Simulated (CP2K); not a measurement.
Worked example: self-consistent single point of Al2Au (Fm-3m, 3 atoms in the cell) in CP2K.

Method: PBEsol, GPW, DZVP-MOLOPT-SR-GTH basis, GTH-PBE potentials (GTH_POTENTIALS) (CP2K).

```xyz
3
Lattice="4.3037 0.0000 0.0000 2.1518 3.7271 0.0000 2.1518 1.2424 3.5139" Properties=species:S:1:pos:R:3 pbc="T T T"
Al     2.1518     1.2424     0.8785
Al     6.4555     3.7271     2.6355
Au     0.0000     0.0000     0.0000
```

Reference input (self-consistent single point, DFT PBE, GPW, DZVP-MOLOPT-SR-GTH basis, GTH-PBE potentials (GTH_POTENTIALS)): CUTOFF = 500 Ry; REL_CUTOFF = 50 Ry; SMEAR/METHOD = FERMI_DIRAC; ELECTRONIC_TEMPERATURE = 1160.45 K; KPOINTS/SCHEME = MONKHORST-PACK 9 9 9; XC_FUNCTIONAL = PBE; Al/BASIS_SET = DZVP-MOLOPT-SR-GTH-q3; Al/POTENTIAL = GTH-PBE-q3; Au/BASIS_SET = DZVP-MOLOPT-SR-GTH-q11; Au/POTENTIAL = GTH-PBE-q11; METHOD = GPW; EPS_DEFAULT = 1e-10. This run's input differs from it in these lines:

```diff
@@ -43,3 +43,6 @@
     &XC
-      &XC_FUNCTIONAL PBE
+      &XC_FUNCTIONAL
+        &PBE
+          PARAMETRIZATION PBESOL
+        &END PBE
       &END XC_FUNCTIONAL
```

Log, with long lists cut:

```
 SCF WAVEFUNCTION OPTIMIZATION

  Step     Update method      Time    Convergence         Total energy    Change
     1 NoMix/Diag. 0.20E+00      -     1.22495324       -37.5039060212 -3.75E+01
     2 Broy./Diag. 0.20E+00      -     0.07360684       -39.8064100588 -2.30E+00
     3 Broy./Diag. 0.20E+00      -     0.20464054       -38.6962697634  1.11E+00
     4 Broy./Diag. 0.20E+00      -     0.04954099       -37.5160568389  1.18E+00
     5 Broy./Diag. 0.20E+00      -     0.00691773       -37.2676638136  2.48E-01
     6 Broy./Diag. 0.20E+00      -     0.00618735       -37.3225754750 -5.49E-02
   [... 7 lines left out ...]
    14 Broy./Diag. 0.20E+00      -     0.00001376       -37.3889091671 -2.86E-04
    15 Broy./Diag. 0.20E+00      -     0.00000316       -37.3889726008 -6.34E-05
    16 Broy./Diag. 0.20E+00      -     0.00000313       -37.3889679879  4.61E-06
    17 Broy./Diag. 0.20E+00      -     0.00000006       -37.3889677728  2.15E-07
  *** SCF run converged in    17 steps ***

  Overlap energy of the core charge distribution:               0.00000000101923
  Self energy of the core charge distribution:                -69.13713032288608
  Core Hamiltonian energy:                                     20.34803538988671
  Hartree energy:                                              18.17822665227352
  Exchange-correlation energy:                                 -6.77687250378413
  Electronic entropic energy:                                  -0.00122698934963
  Fermi energy:                                                 0.25970370916956

  Total energy:                                               -37.38896777283323
  Total energy (extrapolated to T->0):                        -37.38835427815842

   [... lines left out ...]

 STRESS| Analytical stress tensor [bar]
 STRESS|                        x                   y                   z
 STRESS|      x       -1.60405726566E+04   1.54004238116E-01   1.08897510172E-01
 STRESS|      y        1.54004238116E-01  -1.60407253379E+04  -2.05206152372E-02
 STRESS|      z        1.08897510172E-01  -2.05206152372E-02  -1.60414810213E+04
 STRESS| 1/3 Trace                                            -1.60409263386E+04
```

The run converged in 17 iterations. Against the reference run the pressure goes from -0.01 to -1.60 GPa.

The starting cell comes from a database of computed structures (which also holds hypothetical and non-ambient phases and stackings), without a prior relaxation at this level. Its lattice was rescaled by a random factor within 2.5 % of one. Values carry the incompleteness of an atom-centred basis. The potentials were made for another functional than the one used.

Cost on one core of a shared machine: roughly 70 s.
